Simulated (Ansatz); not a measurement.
H on the (0001) surface of wurtzite GaN (2x2 Ga adatom at T4; a constructed slab, bottom: 3 H on 4 bottom sites), one in a cell of 36 Å², started at the site 'over Ga at depth 1.7 Å #2'

Host crystal: wurtzite GaN, with a band gap (PBE, scalar-relativistic without spin-orbit coupling).

The numbers are results of PBE (plane waves to 420 eV, PAW; Ansatz, a program for electronic structure), not measurements.

Set-up: 45 atoms, 13.9 Å thick at the start with caps and adatoms under the adsorbate (thin: gaps and levels are the slab's own); mesh 4x4x1; 0.01 eV smearing; dipole correction on; 23 atoms held, the rest relaxed; no symmetry held; spin-polarised, ending with about 0.9 μB a cell, a value that depends on the mesh; orders that need a larger cell were not tried, no spin-orbit, no U, no dispersion correction. The slab shows no gap over 0.04 eV on its mesh. At the end it is bonded to Ga. In PBE it is, or lies within 0.03 eV of, the lowest of the starts that converged.

| Property | Result |
|---|---|
| energy of the end state, in which the adsorbate ended below the top plane of the host, against ½ H2(g) | -0.34 eV |
| change of the step from the bottom to the top vacuum level, against the clean slab | 0.13 eV |
| energy released by relaxation | 1.53 eV |
| height of the binding atom over the mean of the host atoms within 0.3 Å of the top one | -0.557 Å |
| largest move of a host atom | 0.55 Å |
| caution | the clean host was not checked against rearrangement in a larger or rattled cell |

A negative adsorption energy means that the adsorbate is more stable on the surface than in its reference.
